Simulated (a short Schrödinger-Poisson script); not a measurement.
Stack: MOS inversion layer, SiO2 on p-type Ge(111), at 300 K.

```
layer  material  thickness (nm)  Na (cm⁻³)
-----  --------  --------------  ---------
1          SiO2             3.9          -
2            Ge             300     1.9e18
```

Constants are typed, rounded textbook-type inputs, not results; the design itself was drawn at random and stands for no fabricated device. SiO2: permittivity 3.9, conduction-band edge (eV) 3.1, gap (eV) 9, electron mass (mₑ) 0.5. Ge: permittivity 16, conduction-band edge (eV) 0, gap (eV) 0.664, Nv at 300 K (cm⁻³) 6e18.

Channel valleys (confinement mass, in-plane density-of-states mass, number): L1 1.59, 0.08, 1; L3 0.09, 0.34, 3. At the gate the conduction-band edge of layer 1 lies 3.46 eV − eVg above the Fermi level of the channel; the field vanishes at the back. Gaps are held at their typed values at every temperature. Mesh 0.03 nm at interfaces.

Solved with a short Schrödinger-Poisson script written for these runs: 1D Poisson equation in equilibrium, electrons classical, Fermi-Dirac, parabolic valleys, classical holes, full ionisation, no traps, pinning or gate leakage.

The same stack at other levels of the model or other numerical settings:

| run | sheet density of all electrons at Vg = 3.3 V (cm⁻²) | sheet density of all electrons at Vg = 1.5 V (cm⁻²) | capacitance at Vg = 3.3 V (μF/cm²) | centroid of the channel electrons at Vg = 3.3 V (nm) | rough cost against the base |
|---|---|---|---|---|---|
| base | 1.03e13 | 1.42e12 | 0.831 | 0.68 | about 1 |
| electrons treated as classical, Boltzmann | 1.09e13 | 1.51e12 | 0.867 | 0.35 | 0.2 |
| electrons treated as quantum, Hartree | 9.18e12 | 8.18e11 | 0.795 | 1.54 | 4 |
| mesh six times as coarse | 1.03e13 | 1.38e12 | 0.827 | 0.75 | 0.3 |

The classical rows ignore confinement, and Boltzmann statistics overrate the density once the band edge passes the Fermi level.

Only the L valleys are kept; under strong confinement the Δ valleys of Ge fill too.
